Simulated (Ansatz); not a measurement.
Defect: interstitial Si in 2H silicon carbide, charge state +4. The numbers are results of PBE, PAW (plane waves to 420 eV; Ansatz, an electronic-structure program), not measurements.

Cell of 72 host sites held at the relaxed PBE lattice; the Γ point alone; Fermi-Dirac width 0.01 eV, spin-restricted; finite-size errors left in. Static, classical nuclei. The host's phase is taken as given; its stability against other phases was not computed. The charge state is imposed; whether it is stable for some Fermi level was not computed. Sites that were not tried may lie lower.

Barriers: single points on a 2×2×2 k-point mesh shifted by half a step along c at the bands' geometries (they differ from the bands' own by up to 0.18 eV, and are uncertain by about as much).

A. several atoms move together, Si the farthest; the atom moves 2.52 Å along (0.00, 0.00, 0.50) of the unit cell; the moving atom starts with neighbours 3 C at 1.82 Å and ends with 3 C at 1.82 Å; saddle order not checked, on a symmetry element.
B. several atoms move together, Si the farthest; the atom moves 2.05 Å along (-0.64, -0.28, 0.22) of the unit cell; the moving atom starts with neighbours C at 1.83, C at 1.84, 2 C at 1.99 Å and ends with 3 C at 1.82 Å; saddle order not checked.

A band can be held on a symmetry element, so unchecked saddle points there may be too high.

Question: Order them by forward barrier (lowest first) at the level PBE, PAW.

Answer: B (1.36 eV), A (2.33 eV)
